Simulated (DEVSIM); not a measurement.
**abrupt Si n-p junction**

Device: abrupt Si n-p junction, at 300 K.

| layer (left to right) | material | thickness (μm) | Nd (cm⁻³) | Na (cm⁻³) | τn (s) | τp (s) |
|---|---|---|---|---|---|---|
| 1 | Si | 0.120 | 3.5e15 | - | 3e-5 | 3e-5 |
| 2 | Si | 85.0 | - | 2.1e14 | 3e-5 | 3e-5 |

Left contact: ohmic. Right contact: ohmic. Voltage is applied to the left contact. Recombination: SRH at mid-gap, Auger. Mobility is constant in doping.

This is a model device: material constants are rounded textbook-type values typed into the input, and sizes, dopings and lifetimes were drawn at random. Values at 300 K.

```csv
parameter,Si
gap (eV),1.124
affinity (eV),4.05
permittivity,11.7
Nc (cm⁻³),2.86e19
Nv (cm⁻³),3.1e19
μn (cm²/Vs),1417
μp (cm²/Vs),470
Cn (cm⁶/s),2.8e-31
Cp (cm⁶/s),9.9e-32
```

DEVSIM, 1D drift-diffusion, Boltzmann statistics, complete ionisation; no tunnelling, impact ionisation, image-force lowering or self-heating.

The potential step across the device at zero bias is 0.583 V and the largest field in the device at zero bias is 6100 V/cm. The dark forward voltage at 1 A/cm² comes out as 0.756 V.

Dark forward current:

```json
[
 {"V (V)": "-0.05", "J (A/cm²)": "-5.8e-8"},
 {"V (V)": "-0.10", "J (A/cm²)": "-4.4e-7"},
 {"V (V)": "-0.15", "J (A/cm²)": "-2.9e-6"},
 {"V (V)": "-0.20", "J (A/cm²)": "-2.0e-5"},
 {"V (V)": "-0.30", "J (A/cm²)": "-0.00083"},
 {"V (V)": "-0.35", "J (A/cm²)": "-0.0050"},
 {"V (V)": "-0.40", "J (A/cm²)": "-0.023"},
 {"V (V)": "-0.45", "J (A/cm²)": "-0.069"},
 {"V (V)": "-0.50", "J (A/cm²)": "-0.14"},
 {"V (V)": "-0.55", "J (A/cm²)": "-0.25"},
 {"V (V)": "-0.60", "J (A/cm²)": "-0.38"},
 {"V (V)": "-0.70", "J (A/cm²)": "-0.74"},
 {"V (V)": "-0.75", "J (A/cm²)": "-0.97"},
 {"V (V)": "-0.80", "J (A/cm²)": "-1.2"},
 {"V (V)": "-0.85", "J (A/cm²)": "-1.5"},
 {"V (V)": "-0.90", "J (A/cm²)": "-1.8"},
 {"V (V)": "-0.95", "J (A/cm²)": "-2.2"},
 {"V (V)": "-1.05", "J (A/cm²)": "-3.0"},
 {"V (V)": "-1.10", "J (A/cm²)": "-3.5"},
 {"V (V)": "-1.15", "J (A/cm²)": "-4.0"},
 {"V (V)": "-1.20", "J (A/cm²)": "-4.5"},
 {"V (V)": "-1.25", "J (A/cm²)": "-5.1"},
 {"V (V)": "-1.30", "J (A/cm²)": "-5.7"},
 {"V (V)": "-1.35", "J (A/cm²)": "-6.3"},
 {"V (V)": "-1.45", "J (A/cm²)": "-7.6"},
 {"V (V)": "-1.50", "J (A/cm²)": "-8.4"},
 {"V (V)": "-1.55", "J (A/cm²)": "-9.1"},
 {"V (V)": "-1.60", "J (A/cm²)": "-9.9"}
]
```
